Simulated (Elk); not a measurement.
A self-consistent single point of Zr (P6_3/mmc, 4 atoms in the cell) with Elk.

Level of theory: Elk 10.2.4 with LDA (PW92), all-electron FP-LAPW, Elk's shipped species files, APW+lo basis with extra local orbitals.

```xyz
4
Lattice="3.2239 0.0000 0.0000 -1.6120 2.7920 0.0000 0.0000 0.0000 10.3730" Properties=species:S:1:pos:R:3 pbc="T T T"
Zr     0.0000     0.0000     0.0000
Zr     0.0000     0.0000     5.1865
Zr     0.0000     1.8613     2.5933
Zr     1.6120     0.9307     7.7798
```

Reference input (self-consistent single point, DFT, PBE, all-electron FP-LAPW, Elk's shipped species files, APW+lo basis with extra local orbitals): xctype = 20; rgkmax = 8; stype = 0; swidth = 0.00367493 Ha; ngridk = 11 11 3; tforce = true; gmaxvr = 18 1/bohr; lmaxapw = 10; lmaxo = 8; nxlo = 2; lorbcnd = true; lradstp = 2. This run's input differs from it in these lines:

```diff
@@ -2,5 +2,2 @@
   0
-
-xctype
-  20
```

Output (repeated stretches shortened):

```
│ Self-consistent loop started │
│ Loop number : 1 │
 total energy                :     -14387.9562031
│ Loop number : 2 │
 total energy                :     -14388.0166302
RMS change in Kohn-Sham potential (target) :   0.2341004545E-01 (  0.1000000000E-05)
Absolute change in total energy (target)   :   0.6042704175E-01 (  0.1000000000E-03)
│ Loop number : 3 │
 total energy                :     -14388.0193422
RMS change in Kohn-Sham potential (target) :   0.2351777535E-01 (  0.1000000000E-05)
Absolute change in total energy (target)   :   0.1781880533E-01 (  0.1000000000E-03)
│ Loop number : 4 │
   [... lines left out ...]
Absolute change in total energy (target)   :   0.2065265775E-02 (  0.1000000000E-03)
│ Loop number : 13 │
 total energy                :     -14381.2319011
RMS change in Kohn-Sham potential (target) :   0.1601183285E-05 (  0.1000000000E-05)
Absolute change in total energy (target)   :   0.3928197020E-03 (  0.1000000000E-03)
│ Loop number : 14 │
 total energy                :     -14381.2319771
RMS change in Kohn-Sham potential (target) :   0.1548465023E-06 (  0.1000000000E-05)
Absolute change in total energy (target)   :   0.2226140350E-04 (  0.1000000000E-03)
Convergence targets achieved

│ Loop number : 15 │

Energies :
 Fermi                       :     0.337950801921
 total energy                :     -14381.2319899

Density of states at Fermi energy :    205.4521445
 (states/Hartree/unit cell)

Estimated indirect band gap :   0.1121637161E-03
 from k-point     16 to k-point     27
Estimated direct band gap   :   0.4444370347E-02
 at k-point      6

Charges :
 core                        :    112.0000000
 valence                     :    48.00000000
 interstitial                :    8.151876360
 muffin-tins (core leakage)
  species :    1 (Zr)
   atom    1                 :    37.96067461     (  0.2890911773E-05)
   atom    2                 :    37.96067461     (  0.2890911773E-05)
   atom    3                 :    37.96338721     (  0.2893332649E-05)
   [... lines left out ...]
   total force               :    -0.00000000   -0.00000000    0.00000000
   total magnitude           :     0.00000000
  atom :    4
   Hellmann-Feynman          :    -0.00000000    0.00000000   -0.00000000
   IBS                       :     0.00000000   -0.00000000    0.00000000
   total force               :     0.00000000    0.00000000    0.00000000
   total magnitude           :     0.00000000
```

The run converged in 15 iterations. The count includes the last loop, which Elk runs after its targets are met. 

The starting cell was generated: these elements placed on a structure prototype, without a prior relaxation; it need not be a known phase or ordering of this composition. Its lattice was rescaled by a random factor within 2.5 % of one. Values depend on the basis (sphere radii, cutoffs, local orbitals), which need not be converged. The log's line on a gap gives a spacing of levels on this mesh, which the program prints for metals too.

Cost on one core of a shared machine: roughly 3 min.
